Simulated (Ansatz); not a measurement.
# Response to strain in BeSe

Consider BeSe in the zinc blende structure (space group F-43m, No. 216; a = 5.129 Å).

Strains are applied to the cell and any free atomic positions relax.

Method: DFT with PBEsol, PAW potentials and a 420 eV plane-wave cutoff in Ansatz (a quantum-chemistry and plane-wave program), scalar-relativistic without spin-orbit coupling.

| isotropic strain (%) | pressure (GPa) |
|---|---|
| -3 | 8.7 |
| -2 | 5.4 |
| -1.5 | 3.9 |
| -0.5 | 1.2 |
| 0 | 0.0 |
| 1 | -2.2 |
| 1.5 | ? |
| 2.5 | -5.1 |
| 3 | -5.9 |

**Question.** Fit P = P₀ − Bδ + Cδ² with δ = (1 + ε)³ − 1 to the rows shown and predict the withheld row.

**Answer.** Least squares on the printed values gives P₀ = 0.0 GPa, B = 81.5 GPa, C = 200 GPa (largest residual 0.1 GPa); this predicts -3.3 GPa, and the run gives -3.3 GPa, in agreement.

Whether these cells are dynamically stable was not tested.
